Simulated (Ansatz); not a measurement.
ZnWO4 (P2/c, No. 13), treated with r²SCAN (plane waves, PAW; Ansatz, an electronic-structure program).

Run with plane-wave cutoff 600 eV, 8×6×8 k mesh (along the axes of the cell as run), no spin polarisation, scalar-relativistic PAW data made under PBE.

Computed at the level's own relaxed cell.

Q: What does this level give for the Voigt–Reuss–Hill bulk modulus, polycrystal shear modulus (Hill average), Young modulus and Poisson ratio?

A: 
* **Voigt–Reuss–Hill bulk modulus**: 161 GPa
* **polycrystal shear modulus (Hill average)**: 55.4 GPa
* **Young modulus**: 149 GPa
* **Poisson ratio**: 0.346

Elastic constants are with the ions relaxed.

Spin–orbit coupling is not included.

It cost roughly 3 core-hours of CPU time.
